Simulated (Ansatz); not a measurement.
**TaAg (model structure, Pmma, No. 51, 4 atoms in the cell): properties by level of theory**

```
level (code)     bulk modulus (GPa)  cohesive energy (eV/atom)
---------------  ------------------  -------------------------
LDA (Ansatz)                    191                       6.31
PBE (Ansatz)                    153                       4.97
PBEsol (Ansatz)                 176                          ?
```

Q: Complete the blanks.

A: 
- PBEsol (Ansatz, a first-principles code), cohesive energy (eV/atom): 5.69

Caveats: the bulk modulus is −V dP/dV from two relaxed cells at ±2 % in volume (LDA, PBE, PBEsol). Ansatz's density-functional and Hartree–Fock values are scalar-relativistic unless marked +SOC, with PAW data made under PBE.

Unless a cell is named, each level is at its own relaxed cell (LDA 16.44, PBE 17.67, PBEsol 16.90 Å³/atom).

Free atoms are spin-polarised, in the lowest state found; at levels without +SOC their spin–orbit coupling is left out.

A model structure was made by putting elements into a prototype or built by hand; it is no filed structure, need not be a known phase, and can be a saddle point held by its symmetry.
